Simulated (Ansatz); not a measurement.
Band structure of LaZnGa (P6_3/mmc, 6 atoms in the cell).

```xyz
6
Lattice="4.4921 0.0000 0.0000 -2.2460 3.8902 0.0000 0.0000 0.0000 8.0471" Properties=species:S:1:pos:R:3 pbc="T T T"
La     0.0000     0.0000     4.0235
La     0.0000     0.0000     0.0000
Zn     0.0000     2.5935     6.0353
Zn     2.2460     1.2967     2.0118
Ga     0.0000     2.5935     2.0118
Ga     2.2460     1.2967     6.0353
```

Level of theory: PBEsol, PAW files made with PBE (plane waves; Ansatz, a first-principles code).

Settings: kpoints.mp_grid.grid = 6 6 3; hamiltonian.xc = pbesol; hamiltonian.pseudopotentials = {kind: paw} (the program's default PAW files); scf.occupations.method = gaussian; scf.occupations.width = 0.1 eV; kpoints.band_path.npoints = 8.

The starting cell comes from a database of computed structures (which also holds hypothetical and non-ambient phases and stackings), without a prior relaxation at this level.

Levels in eV from the Fermi level, bands 33 to 40:
```csv
point,33,34,35,36,37,38,39,40
Γ,-0.68,-0.03,0.56,0.76,0.76,0.79,0.79,1.11
M,-1.61,-1.25,-0.52,-0.22,-0.02,0.48,1.85,1.89
K,-2.74,-0.56,-0.50,-0.50,1.15,1.15,1.63,1.64
A,-0.17,-0.17,-0.17,-0.17,0.90,0.90,1.41,1.41
L,-1.01,-1.01,-0.17,-0.17,0.20,0.20,1.35,1.35
H,-1.76,-1.76,-0.23,-0.23,0.17,0.17,1.84,1.84
```

Bands cross the Fermi level along this path, so the cell is metallic at this level.

Keys are those of Ansatz 0.2.
